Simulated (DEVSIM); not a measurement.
System: Al/SiO2/p-InP capacitor, at 450 K.

```
layer (left to right)  material  thickness (nm)  Na (cm⁻³)
---------------------  --------  --------------  ---------
1                          SiO2            16.0          -
2                           InP            1300     2.3e17
```

Metal gate on the left, work function 4.1 eV. Fixed charge at the semiconductor interface -3e11 cm⁻² (in units of +e); no interface traps.

The device is made up for the run: typed textbook-type constants, with dimensions and the other settings drawn at random. Values at 300 K; Nc and Nv go as T^1.5, mobilities as T to minus their exponent, the gap by Varshni's rule with the affinity fixed.

```
parameter         SiO2       InP
----------------  ----  --------
gap (eV)             9     1.344
affinity (eV)      0.9      4.38
permittivity       3.9      12.5
Nc (cm⁻³)            -    5.7e17
Nv (cm⁻³)            -    1.1e19
Varshni α (eV/K)     -  0.000363
Varshni β (K)        -       162
```

Simulated with DEVSIM: 1D Poisson equation in equilibrium, Boltzmann statistics, complete ionisation; no quantum confinement or tunnelling. Metal contacts follow the ideal Schottky-Mott rule: no Fermi-level pinning, no interface dipoles.

Q: Tabulate band edges, carrier densities and field at 0.0 V on the gate.

A: Energies count from the Fermi level of the right contact; mesh points crowd at the junctions.

| x (μm) | Ec (eV) | Ev (eV) | n (cm⁻³) | p (cm⁻³) | field (V/cm) |
|---|---|---|---|---|---|
| 0.000 | 3.200 | -5.800 | < 1e2 | < 1e2 | 630000 |
| 0.001212 | 3.276 | -5.723 | < 1e2 | < 1e2 | 630000 |
| 0.003500 | 3.421 | -5.579 | < 1e2 | < 1e2 | 630000 |
| 0.008000 | 3.705 | -5.295 | < 1e2 | < 1e2 | 630000 |
| 0.01331 | 4.040 | -4.960 | < 1e2 | < 1e2 | 630000 |
| 0.01522 | 4.160 | -4.840 | < 1e2 | < 1e2 | 630000 |
| 0.01626 | 0.733 | -0.562 | 6.5e9 | 1.0e13 | 150000 |
| 0.01877 | 0.770 | -0.524 | 2.5e9 | 2.7e13 | 140000 |
| 0.02311 | 0.830 | -0.465 | 5.4e8 | 1.3e14 | 130000 |
| 0.03225 | 0.934 | -0.360 | 3.6e7 | 1.9e15 | 99000 |
| 0.05277 | 1.072 | -0.223 | 1000000 | 6.5e16 | 38000 |
| 0.1160 | 1.121 | -0.174 | 290000 | 2.3e17 | 160 |
| 0.2279 | 1.121 | -0.174 | 290000 | 2.3e17 | ≈ 0 |
| 0.4634 | 1.121 | -0.174 | 290000 | 2.3e17 | ≈ 0 |
| 0.9630 | 1.121 | -0.174 | 290000 | 2.3e17 | ≈ 0 |
| 1.149 | 1.121 | -0.174 | 290000 | 2.3e17 | ≈ 0 |
| 1.237 | 1.121 | -0.174 | 290000 | 2.3e17 | ≈ 0 |
| 1.280 | 1.121 | -0.174 | 290000 | 2.3e17 | ≈ 0 |
| 1.303 | 1.121 | -0.174 | 290000 | 2.3e17 | ≈ 0 |
| 1.311 | 1.121 | -0.174 | 290000 | 2.3e17 | ≈ 0 |
| 1.314 | 1.121 | -0.174 | 290000 | 2.3e17 | ≈ 0 |
| 1.316 | 1.121 | -0.174 | 290000 | 2.3e17 | ≈ 0 |
